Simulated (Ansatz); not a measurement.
Ansatz (a program for electronic structure) run on Mg (P-3m1, 2 atoms in the cell): self-consistent single point.

Computed with LDA (PW92), default PAW files made with PBE (plane waves; Ansatz).

```
Mg
1.0
    1.60018    -2.77160     0.00000
    1.60018     2.77160     0.00000
    0.00000     0.00000     5.19437
Mg
2
Direct
  0.33333   0.66667   0.25963
  0.66667   0.33333   0.75000
```

Reference input (self-consistent single point, DFT, LDA (PW92), plane waves, default PAW files made with PBE): basis.ecutwfc = 30.9 Ry; kpoints.mp_grid.grid = 12 12 7; hamiltonian.xc = lda; hamiltonian.pseudopotentials = {kind: paw} (the program's default PAW files); scf.occupations.method = fermi_dirac; scf.occupations.width = 0.0073 Ry. This run's input differs from it in these lines:

Ansatz 0.2 input:
```diff
@@ -12,3 +12,3 @@
 kpoints:
-  mp_grid: { grid: [12, 12, 7] }
+  mp_grid: { grid: [20, 20, 12] }
 hamiltonian:
@@ -17,3 +17,3 @@
 scf:
-  occupations: { method: fermi_dirac, width: 0.0073 Ry }
+  occupations: { method: cold, width: 0.0367 Ry }
 output:
```

Log, with long lists cut:

```
SCF iter   1: F=—  HF=-3803.190956 eV  |F-HF|=—  |Δ(HF+E_count)|=         —  Δρ=6.10e-3  dr2=6.10e-3  ethr=1.77e-3  ⟨swp⟩=5.0  Hψ=30488  notcnv=0
all-band conjugate gradients solve this SCF's bands
preconditioner: auto → none
SCF iter   2: F=—  HF=-3803.183919 eV  |F-HF|=—  |Δ(HF+E_count)|=   7.04e-3  S|Δr|=    0.00e0  Δρ=2.49e-3  dr2=1.46e-3  ethr=3.05e-5  ⟨swp⟩=2.0  Hψ=14945  notcnv=0
SCF iter   3: F=—  HF=-3803.183423 eV  |F-HF|=—  |Δ(HF+E_count)|=   4.96e-4  S|Δr|=    0.00e0  Δρ=4.23e-4  dr2=7.60e-5  ethr=7.32e-6  ⟨swp⟩=2.0  Hψ=10406  notcnv=0
SCF iter   4: F=—  HF=-3803.183436 eV  |F-HF|=—  |Δ(HF+E_count)|=   1.27e-5  S|Δr|=    0.00e0  Δρ=4.08e-5  dr2=3.32e-7  ethr=3.80e-7  ⟨swp⟩=1.0  Hψ=6623  notcnv=0
SCF iter   5: F=—  HF=-3803.183435 eV  |F-HF|=—  |Δ(HF+E_count)|=   1.38e-7  S|Δr|=    0.00e0  Δρ=8.12e-6  dr2=1.12e-7  ethr=5.00e-10  ⟨swp⟩=6.7  Hψ=32657  notcnv=0
SCF iter   6: F=-3803.183435 eV  HF=-3803.183435 eV  |F-HF|=9.45e-9  |Δ(HF+E_count)|=   3.48e-8  S|Δr|=    0.00e0  Δρ=2.69e-6  dr2=9.52e-9  ethr=5.00e-10  ⟨swp⟩=4.3  Hψ=21955  notcnv=0
SCF 1 converged in 6 iterations: F = -3803.183435 eV  dr2 = 9.52e-9
Stability not checked (fill_not_monotonic)
Free energy (F): -3803.183435 eV
Internal energy: -3803.182486 eV  (E = F + TS)
E sigma→0 (E₀):  -3803.183119 eV
Entropy (-TS):   -0.000950 eV (-0.475 meV/atom)
Fermi energy:    5.438796 eV
--- Forces (eV/Å), atoms counted from 1 ---
  atom   1  Mg    -0.00000000     0.00000000    -0.11754542
  atom   2  Mg     0.00000000    -0.00000000     0.11754542
--- Stress (GPa, compression-positive) ---
       -2.236447      -0.000000       0.000000
       -0.000000      -2.236447      -0.000000
        0.000000      -0.000000      -2.103421
  P = ⅓ Tr σ = -2.1921 GPa (-21.921 kbar)
  The stress holds the Pulay correction. Without it, at fixed plane waves, as pw.x and ABINIT print it: P = -2.1953 GPa
```

The run converged in 6 iterations. Against the reference run the free energy goes up by 6.2 meV/atom, the pressure stays near -2.19 GPa while the zz stress (positive for compression) goes from -2.64 to -2.10 GPa and the largest force hardly changes (0.117 to 0.118 eV/Å).

The starting cell has typed, rounded lattice constants, without a prior relaxation at this level. Its lattice was rescaled by up to half a per cent. One atom was moved a little off its site on purpose. Ansatz's pressure includes its estimate of the finite-basis (Pulay) stress.
